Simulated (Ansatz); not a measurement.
Structure of amorphous Al28O43Ca (periodic cell):

```xyz
72
Lattice="8.8838 0.2036 0.1375 0.2036 9.6035 0.5287 0.1375 0.5287 9.3287" Properties=species:S:1:pos:R:3 pbc="T T T"
Al     0.8045     9.4163     4.8617
Al     2.6227     1.9752     5.1453
Al     6.9519     4.3753     4.9651
Al     6.9446     9.4875     5.3838
Al     5.8369     4.6878     1.2772
Al     3.6761     5.7588     8.4723
Al     3.4124     5.3894     1.8352
Al     1.0600     4.9146     5.3816
Al     3.1001     2.7216     8.0702
Al     5.9748     6.8130     3.4795
Al     0.3601     1.3971     9.0222
Al     2.8956     7.4677     3.5240
Al     6.0655     6.9423     6.5487
Al     5.1419     2.8596     3.5315
Al     3.7837     4.8347     5.7784
Al     4.5487     9.6318     3.6864
Al     8.6846     2.6884     3.6145
Al     7.1472     2.0123     6.9258
Al     2.9542     7.5677     6.2667
Al     5.0887    10.0848     7.5552
Al     3.4150     9.3536     0.7761
Al     1.0515     3.4840     0.6758
Al     7.3693     9.8643     2.6358
Al     0.8485     7.9173     1.8587
Al     5.7039     1.7894     0.3576
Al     7.6328     4.8331     8.1100
Al     0.7585     6.2992     8.3048
Al     0.4107     8.9493     7.4141
O      8.8161     5.2683     9.4710
O      4.3893     6.3953     6.6242
O      4.6061     5.7860     0.4550
O      1.5846     9.2042     0.7308
O      0.7541     2.5817     2.0573
O      2.4719     4.4921     0.5209
O      3.7352     8.4358     4.8513
O      6.9073     3.2018     3.5163
O      2.0310     6.5744     2.0728
O      3.8939     1.5962     3.9527
O      6.1844     8.6634     3.8923
O      1.0133     1.5451     4.5891
O      5.1056     4.0374     4.9558
O      7.9537     0.7889     3.6052
O      8.0026     8.3682     1.9516
O      2.3876     6.8417     7.9031
O      8.4099     8.8006     6.0483
O      3.7644     8.7818     2.3708
O      6.1716     1.3862     5.6077
O      6.6817     5.9923     2.0956
O      3.9264     2.0129     9.4568
O      8.7493     4.3447     4.5255
O      1.4001     2.7980     8.6441
O      8.6534     1.2100     7.4891
O      3.7526     4.2423     7.5382
O      4.5233     3.8915     2.2121
O      6.6711     6.2078     5.0267
O      5.8677     8.6797     6.6606
O      8.9072     8.0469     8.8173
O      1.3281     8.4303     3.5308
O      2.3089     6.2228     5.1207
O      4.4737     9.0555     8.8786
O      6.0142     1.4254     8.1256
O      0.2800     5.3231     6.8949
O      2.4112     3.7259     5.3452
O      7.6204     1.3154     0.7113
O      4.2655     6.3063     3.2459
O      7.2507     3.7373     6.7221
O      6.4147     4.0194     9.3724
O      3.3961     1.5515     6.7201
O      5.5433     1.1537     2.0834
O      1.8661     8.9735     6.4295
O      6.7884     6.3597     7.9866
Ca     6.6518     8.0024     9.5892
```

Level of theory: PBE, scalar-relativistic without spin-orbit coupling (plane waves to 420 eV, PAW; Ansatz, a first-principles code).

A CHGNet melt-quench gave the starting glass, which DFT then relaxed. O atoms were pushed apart under 1.9 Å during the dynamics, to hinder bonds among them. The hot cell started wider than the set density and was brought back towards it in steps. It is the lowest in DFT energy of 2 quenches. It is a model cell: composition and starting density were chosen by hand, and all elements were melted together. No dispersion term was used. Its density started from a set value of 3.11 and ended at 3.11 g/cm³. Cooling (nominally 340 K/ps over its main leg) ran many orders faster than in experiment, which tends to leave more defects and strain. One small periodic cell is one sample of the glass; other quenches scatter about these values. The volume was held where the preparation left it and the shape relaxed, at a PBE pressure of 4.6 GPa. Stress components on the final sampling reach 4.6 GPa.

Bonds are counted up to Al-Al 2.66 Å, Al-O 2.36 Å, Al-Ca 3.27 Å, O-O 1.58 Å, O-Ca 2.90 Å, Ca-Ca 3.87 Å. Two cations that share two anions don't count as bonded, nor two that share one unless they lie closer than Al-Al 2.59 Å, Al-Ca 3.18 Å, Ca-Ca 3.77 Å.

Give the coordination numbers, mean bond lengths and angles.


```json
{
 "Mean coordination of Al by anions": "4.57 (13 with 4, 14 with 5, 1 with 6)",
 "Mean coordination of O": "3.12 (1 with 2, 36 with 3, 6 with 4)",
 "Mean coordination of Ca by anions": "6.00 (1 with 6)",
 "Mean Al-O bond": "1.835 Å (spread 0.094 Å, 128 counted)",
 "Mean O-Ca bond": "2.425 Å (spread 0.089 Å, 6 counted)",
 "Bond angle at Al": "mean 107.3°, spread 22.5°",
 "Bond angle at O": "mean 114.5°, spread 16.8°",
 "Bond angle at Ca": "mean 99.9°, spread 28.1°"
}
```

List the pairs of like atoms that count as bonded by the rules above.

There are none by these rules.
